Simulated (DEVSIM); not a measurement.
System: Ni/SiO2/p-Ge capacitor, at 300 K.

Layer 1 from the left is SiO2, thickness (nm) 18.0. Layer 2 from the left is Ge, thickness (nm) 9400, Na (cm⁻³) 4e15.

Metal gate on the left, work function 5.1 eV. Fixed charge at the semiconductor interface 1.1e12 cm⁻² (in units of +e); no interface traps.

This is a model device: material constants are rounded textbook-type values typed into the input, and sizes, dopings and lifetimes were drawn at random. Values at 300 K.

SiO2: gap (eV) 9, affinity (eV) 0.9, permittivity 3.9. Ge: gap (eV) 0.664, affinity (eV) 4, permittivity 16, Nc (cm⁻³) 1.04e19, Nv (cm⁻³) 6e18.

**Question.** Estimate by hand the flat-band voltage, the threshold voltage, and compare with a numerical solution.

**Answer.** 
- Flat-band voltage: C = 0.192 μF/cm², work-function difference 0.625 V; VFB = φms − qNf/C = -0.29 V; numerical -0.29 V.
- Threshold voltage: φF = 0.136 V, depletion charge √(4εqNφF) = 2.22e-8 C/cm²; VT = VFB + 2φF + Qd/C = 0.09 V; numerical 0.09 V.

Simulated with DEVSIM: 1D Poisson equation in equilibrium, Boltzmann statistics, complete ionisation; no quantum confinement or tunnelling. Metal contacts follow the ideal Schottky-Mott rule: no Fermi-level pinning, no interface dipoles.
